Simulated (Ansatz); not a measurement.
Consider BN in the h-BN type structure (space group P6_3/mmc, No. 194; a = 2.5064 Å, c = 6.6147 Å; layered, stacked along the Cartesian z axis).

Levels (all Ansatz, a quantum-chemistry and plane-wave program, PAW): PBE-D3(BJ) (420 eV, no spin-orbit coupling); HSE06 (420 eV, no spin-orbit coupling).

The geometry is relaxed with PBE-D3(BJ).

- PBE-D3(BJ) lowest conduction level above the VBM at special points = M 4.24 eV; H 4.60 eV; L 4.71 eV; Γ 5.25 eV

Q: Predict the lowest conduction level above the VBM at special points from HSE06.

A: The lowest conduction level above the VBM at special points goes from M 4.24 eV; H 4.60 eV; L 4.71 eV; Γ 5.25 eV to M 5.53 eV; H 6.00 eV; L 6.03 eV; Γ 6.41 eV.

Single points use the geometry relaxed with PBE-D3(BJ). The hybrid gap comes from the SCF mesh plus the semilocal run's edge points and a few special points and is an upper bound. The levels and masses belong to the bands next to the band gap. No phonon test of stability was made.
